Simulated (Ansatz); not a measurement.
The reference is KSrCl₃ in the cubic perovskite structure (space group Pm-3m, No. 221; a = 5.677 Å; a hypothetical phase, not in the database extracts checked). Axes: x, y, z lie along the cube axes.

Structures relaxed with DFT with PBE, PAW potentials and a 420 eV plane-wave cutoff in Ansatz (an electronic-structure program), no SOC.

Base:

Simulated powder pattern, Co Kα, λ = 1.79026 Å (kinematic, ideal powder, no thermal factors, no anomalous dispersion; the 10 strongest lines at most, above 2 %, up to 2θ = 90°):

```json
[
 {"2θ (°)": "18.14", "I/Imax (%)": "72", "hkl": "(100)"},
 {"2θ (°)": "25.77", "I/Imax (%)": "75", "hkl": "(110)"},
 {"2θ (°)": "36.77", "I/Imax (%)": "100", "hkl": "(200)"},
 {"2θ (°)": "41.29", "I/Imax (%)": "36", "hkl": "(210)"},
 {"2θ (°)": "45.44", "I/Imax (%)": "34", "hkl": "(211)"},
 {"2θ (°)": "52.97", "I/Imax (%)": "65", "hkl": "(220)"},
 {"2θ (°)": "56.47", "I/Imax (%)": "18", "hkl": "(221)"},
 {"2θ (°)": "66.22", "I/Imax (%)": "22", "hkl": "(222)"},
 {"2θ (°)": "72.31", "I/Imax (%)": "17", "hkl": "(321)"},
 {"2θ (°)": "89.69", "I/Imax (%)": "30", "hkl": "(420)"}
]
```

After one change:

Simulated powder pattern, Co Kα, λ = 1.79026 Å (kinematic, ideal powder, no thermal factors, no anomalous dispersion; the 10 strongest lines at most, above 2 %, up to 2θ = 90°):

```csv
2θ (°),I/Imax (%)
18.12,71
25.59,38
25.86,37
36.70,100
41.04,18
41.40,18
45.28,17
52.58,33
53.18,32
65.84,16
```

Problem. What was done to the base?
A. isotropic strain −1.78 %
B. strain tensor (xx, yy, zz, yz, xz, xy) = (−1.75, +0.12, −1.94, +0.54, −1.00, +0.29) %
C. biaxial strain +0.69 %, plane normal [111], relaxed out of plane
D. strain tensor (xx, yy, zz, yz, xz, xy) = (+0.16, +0.24, −2.28, +1.17, +1.99, −0.11) %

Solution. C, biaxial strain +0.69 %, plane normal [111], relaxed out of plane. Its volume per atom is 36.77 Å³ against 36.59 Å³, and its space group is R-3m (No. 166).

Whether these cells are dynamically stable was not tested. Many cubic perovskites are stable only at high temperature; tilts and polar distortions were not tested.
